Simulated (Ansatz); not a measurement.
Adsorption energy and surface dipole of H on the 1x1 (111) surface of fcc Al, one in a 2x1 cell, started at the site 'hollow Al-Al-Al over Al at depth 4.6 Å', worked from the runs' numbers; total energies count from the potentials' own zero.

All values below come from PBE (plane waves to 420 eV, PAW; Ansatz, a program for electronic structure).

Set-up: 9 atoms, 7.0 Å thick at the start under the adsorbate (thin: gaps and levels are the slab's own); mesh 6x12x1; 0.1 eV smearing; dipole correction on; 4 atoms held, the rest relaxed; held to the start's symmetry, so lower structures may exist; no spin, no spin-orbit, no U, no dispersion correction. At the end it is bonded to 3 Al. In PBE it is, or lies within 0.03 eV of, the lowest of the starts that converged.

```
quantity                                                           value
----------------------------------------------------------  ------------
slab with the adsorbate                                     -4314.108 eV
clean slab, same cell and mesh                              -4298.510 eV
reference, ½ H2(g)                                            -15.872 eV
area of the cell                                                14.15 Å²
change of the step from the bottom to the top vacuum level     -0.204 eV
```

What is the adsorption energy against this reference?

E(slab + adsorbate) − E(slab) − E(reference) = 0.27 eV, so in this state the adsorbate is less stable than in the reference, at a coverage of 7.07 a nm².
